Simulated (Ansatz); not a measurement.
The starting structures come from a database of crystals and need not be the phases stable at ambient conditions.

Tunnelling through a barrier is set by its complex band structure: the current falls as exp(−2κd) with the smallest κ.

```
La2NaTaO6
1.0
    5.72444     0.00000     0.00000
   -0.13894     8.28421     0.00000
    0.00000     0.00000     6.02150
Na La Ta O
2 4 2 12
Direct
  0.50000   0.50000   0.50000
  0.00000   0.00000   0.00000
  0.48147   0.25654   0.05852
  0.51853   0.74346   0.94148
  0.01853   0.24346   0.55852
  0.98147   0.75654   0.44148
  0.50000   0.00000   0.50000
  0.00000   0.50000   0.00000
  0.83250   0.57725   0.72502
  0.16750   0.42275   0.27498
  0.66750   0.92275   0.22502
  0.33250   0.07725   0.77498
  0.12420   0.72468   0.06022
  0.87580   0.27532   0.93978
  0.37580   0.77532   0.56022
  0.62420   0.22468   0.43978
  0.21433   0.05205   0.32479
  0.78567   0.94795   0.67521
  0.28567   0.44795   0.82479
  0.71433   0.55205   0.17521
```

The cell is taken as given; by PBEsol it stands under a pressure of -5.2 GPa.

Transport runs along the normal of the first two printed cell vectors.

The gap is the functional's own, uncorrected, and κ follows it; spin-orbit coupling is left out. Mid-gap means the computed energy nearest the middle.

Problem. Compute, with PBEsol run with Ansatz (a quantum-chemistry and plane-wave program), the band gap and the smallest decay constant κ at mid-gap.

Solution. Gap 3.97 eV on a 6×4×6 mesh; κ = 0.408 1/Å, at the zone centre.
